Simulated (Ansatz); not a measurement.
System: CdS (Fm-3m, No. 225, 2 atoms in the cell; start mp-370; high-pressure phase). Method: r²SCAN+SOC (Ansatz, a first-principles code, plane waves, PAW).

Settings: plane-wave cutoff 560 eV, 12×12×12 k mesh, Fermi–Dirac smearing 0.01 eV, PAW data made under PBE.

Cell (relaxed with PBEsol):

```cif
data_Cd4S4
_chemical_formula_sum 'Cd4 S4'
_space_group_name_H-M_alt 'Fm-3m'
_space_group_IT_number 225
_space_group_name_Hall '-F 4 2 3'
_cell_length_a 5.39705
_cell_length_b 5.39705
_cell_length_c 5.39705
_cell_angle_alpha 90.000
_cell_angle_beta 90.000
_cell_angle_gamma 90.000
loop_
_atom_site_label
_atom_site_type_symbol
_atom_site_symmetry_multiplicity
_atom_site_Wyckoff_symbol
_atom_site_fract_x
_atom_site_fract_y
_atom_site_fract_z
_atom_site_occupancy
Cd1 Cd 4 a 0.00000 0.00000 0.00000 1
S1 S 4 b 0.50000 0.50000 0.50000 1
```
(The calculation used a cell of 2 atoms; values per cell refer to that cell.)

Question: Give the computed band gap and smallest direct gap on the k points sampled.

Answer: 
band gap: 0.74 eV (indirect)
smallest direct gap on the k points sampled: 2.58 eV

Note: cell and atoms aren't relaxed at this level (pressure 2.7 GPa).

Static lattice: no zero-point or thermal effects.

The result took about 80 core-seconds (a rough figure).

A start named mp-… is a Materials Project structure, which need not be a measured phase.
